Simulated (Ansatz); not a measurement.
**HfO2 under a change: biaxial strain −1.00 %, plane normal [001], relaxed out of plane**

Consider HfO₂ in the fluorite structure (space group Fm-3m, No. 225; a = 5.0010 Å). Axes: x, y, z lie along the cube axes.

Now apply this change: compressive biaxial strain of 1.00 % in the plane normal to [001], as in epitaxy on a mismatched substrate; the out-of-plane cell vector and the atoms relax.

Level of theory: DFT with LDA, PAW potentials and a 420 eV plane-wave cutoff in Ansatz (a program for electronic structure), no spin-orbit coupling. Γ-centred 11×11×11 mesh, Fermi–Dirac width 0.05 eV.

```json
[
 {"quantity": "volume per atom", "base": "10.42 Å³", "changed": "10.26 Å³", "shift": "-0.166 Å³"},
 {"quantity": "space group", "base": "Fm-3m (No. 225)", "changed": "I4/mmm (No. 139)", "shift": "–"},
 {"quantity": "shortest interatomic distance", "base": "2.166 Å", "changed": "2.154 Å", "shift": "-0.0114 Å"},
 {"quantity": "energy relative to the base (free energy F)", "base": "0 meV/atom", "changed": "+4.4 meV/atom", "shift": "+4.4 meV/atom"},
 {"quantity": "pressure (mean of the normal stresses, compression positive)", "base": "0.0 kbar", "changed": "46.8 kbar", "shift": "+46.86 kbar"},
 {"quantity": "band gap", "base": "3.66 eV", "changed": "3.64 eV", "shift": "-0.025 eV"},
 {"quantity": "gap character", "base": "–", "changed": "direct at X", "shift": "–"},
 {"quantity": "out-of-plane strain", "base": "–", "changed": "+0.41 %", "shift": "–"},
 {"quantity": "ratio −ε⊥/ε∥", "base": "–", "changed": "0.41", "shift": "–"},
 {"quantity": "mean in-plane stress (compression positive)", "base": "–", "changed": "+7.0 GPa", "shift": "–"}
]
```

Final structure (turned so that z lies along the plane normal):

```
HfO2
1.0
    3.50090     0.00000     0.00000
    0.00000     3.50090     0.00000
    1.75045    -1.75045     2.51074
Hf O
1 2
Direct
  0.00000   0.00000   0.00000
  0.75000   0.75000   0.50000
  0.25000   0.25000   0.50000
```

With Hf present, leaving out spin-orbit coupling can change the band edges. No phonon test of stability was made. This is not the structure that HfO2 has at room temperature and ambient pressure. k-point labels follow each cell's own Brillouin zone.
